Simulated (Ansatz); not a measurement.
Given:

```
CELL_PARAMETERS angstrom
      2.92783     0.00000     0.00000
      1.46392     2.53558     0.00000
      0.00000     0.00000     2.84452
ATOMIC_POSITIONS crystal
  W  0.00000 0.00000 0.00000
  C  0.66667 0.66667 0.50000
```

No spin polarisation.

Computed with PBE (Ansatz, an electronic-structure program), spin-orbit coupling left out, earlier PAW set. Γ-centred 23×23×20 mesh, Fermi–Dirac width 0.1 eV.

Predict the band gap and in-plane stress.

The band gap comes out as zero and the mean in-plane stress (compression positive) is -1.5 GPa.

The cells carry an imposed strain or load. No phonon test of stability was made. The final runs are not spin-polarised. The cell was made from WC (space group P-6m2, No. 187) by this change: biaxial strain +0.18 %, plane normal [001], relaxed out of plane.
